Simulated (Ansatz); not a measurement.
# How far to go with the plane-wave cutoff: ScCrC₂ (P3m1, 8 atoms in the cell)

```
ScCrC2
1.0
    3.25612     0.00000     0.00000
   -1.62806     2.81988     0.00000
    0.00000     0.00000     9.03793
Sc Cr C
2 2 4
Direct
  0.00000   0.00000   0.50553
  0.00000   0.00000   0.00000
  0.33333   0.66667   0.25000
  0.66667   0.33333   0.75000
  0.33333   0.66667   0.83426
  0.66667   0.33333   0.16574
  0.66667   0.33333   0.33426
  0.33333   0.66667   0.66574
```

Method: PBEsol, default PAW files made with PBE (plane waves; Ansatz, an electronic-structure program).

Base settings: basis.ecutwfc = 420 eV; kpoints.mp_grid.grid = 8 8 2; hamiltonian.xc = pbesol; hamiltonian.pseudopotentials = {kind: paw} (the program's default PAW files); scf.occupations.method = fermi_dirac; scf.occupations.width = 0.1 eV.

The second cell is the first with its lattice scaled by 0.98.

The mesh stays at the base's, so the ladder's end is converged at best in this setting alone.

The first pressure column holds Ansatz's estimate of the finite-basis (Pulay) stress, which hides part of the cutoff error; the other is without it.

Only quantities that move along the ladder and can be compared are tabulated.

The count of work is k-points × plane waves × bands × iterations; it is no time. 

The starting cell comes from a database of computed structures (which also holds hypothetical and non-ambient phases and stackings), without a prior relaxation at this level. Its lattice was rescaled by up to half a per cent. One atom was moved a little off its site on purpose. Spin polarisation is off. In the base run, with a pressure of about -7 GPa the cell is away from its equilibrium volume at this level. Without a gap this mesh is coarse (it stands for a supercell whose shortest vector is 18 Å).

```csv
basis.ecutwfc,free energy less the last step's (meV/atom),energy of the compressed cell less the first (meV/atom),pressure (GPa),pressure without the Pulay estimate (GPa),largest difference of a force vector from the last step's (eV/Å),count of work / last
145 eV,16696.38,117.47,-6.98,-723.79,5.050,0.078
170 eV,8020.22,108.58,10.92,-412.81,4.139,0.089
190 eV,4318.74,63.56,10.48,-257.10,2.154,0.11
210 eV,2327.79,-2.71,-9.48,-160.96,0.814,0.11
230 eV,1288.30,-20.78,-12.75,-103.02,0.119,0.12
250 eV,717.66,-15.76,-12.28,-66.88,0.084,0.14
295 eV,175.54,-3.63,-7.30,-25.52,0.014,0.16
335 eV,41.71,0.34,-7.08,-12.34,0.004,0.19
380 eV,8.71,-0.51,-7.29,-8.39,0.002,0.23
420 eV,2.76,-0.65,-7.31,-7.60,0.003,0.27
460 eV,1.28,-0.67,-7.32,-7.40,0.003,0.30
505 eV,0.83,-0.69,-7.32,-7.35,0.002,0.34
565 eV,0.57,-0.70,-7.33,-7.35,0.001,0.42
630 eV,0.32,-0.71,-7.33,-7.35,0.001,0.50
735 eV,0.11,-0.72,-7.33,-7.34,0.000,0.61
840 eV,0.06,-0.72,-7.33,-7.34,0.000,0.76
1010 eV,0.00,-0.72,-7.33,-7.34,0.000,1.0
```

Coarsest basis.ecutwfc that holds the pressure without the Pulay estimate within 0.1 GPa of the last step, with all finer ones: 460 eV, at 0.30 of the last step's count of work; the step before is off by 0.26 GPa.

Coarsest basis.ecutwfc that holds the forces within 0.005 eV/Å of the last step, with all finer ones: 335 eV, at 0.19 of the last step's count of work; the step before is off by 0.014 eV/Å.

Coarsest basis.ecutwfc that holds the energy of the compressed cell less the first within 0.5 meV/atom of the last step, with all finer ones: 380 eV, at 0.23 of the last step's count of work; the step before is off by 1.1 meV/atom.

The energy difference between the two cells stays within 1 meV/atom of the last step's from 380 eV on, the total only from 505 eV on: much of the error is common to both cells and cancels.

At the lowest cutoff the pressure without the Pulay estimate lies 716 GPa under the last step's, the usual sign of Pulay stress in an incomplete plane-wave basis.

Keys are those of Ansatz 0.2.
